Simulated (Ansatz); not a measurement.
End structure of a constructed model of the (0001) surface of hcp Ti, a pseudomorphic layer of Mo in the host's stacking (bottom of the slab: a bare face, its two planes held):

```yaml
crystal:
  lattice:
    - [2.93864, 0.00000, 0.00000]
    - [-1.46932, 2.54493, 0.00000]
    - [0.00000, 0.00000, 30.50000]
  atoms:
    - { symbol: Ti, position: [0.66667, 0.33333, 0.26373] }
    - { symbol: Ti, position: [0.33333, 0.66667, 0.33998] }
    - { symbol: Ti, position: [0.66667, 0.33333, 0.41759] }
    - { symbol: Ti, position: [0.33333, 0.66667, 0.49341] }
    - { symbol: Ti, position: [0.66667, 0.33333, 0.57085] }
    - { symbol: Ti, position: [0.33333, 0.66667, 0.64691] }
    - { symbol: Mo, position: [0.66667, 0.33333, 0.72108] }
```

Slab: 7 atoms, 14.4 Å thick at the start; k 15x15x1, smearing 0.1 eV, dipole-corrected; 2 atoms held, the rest relaxed; held to the start's symmetry, so lower structures may exist; no spin, no spin-orbit, no U. It is one candidate, not shown to be the stable structure of the face.

Problem. Estimate the work function of the top face that PBE run with Ansatz (a first-principles code) returns for this input.

Solution. 4.77 eV
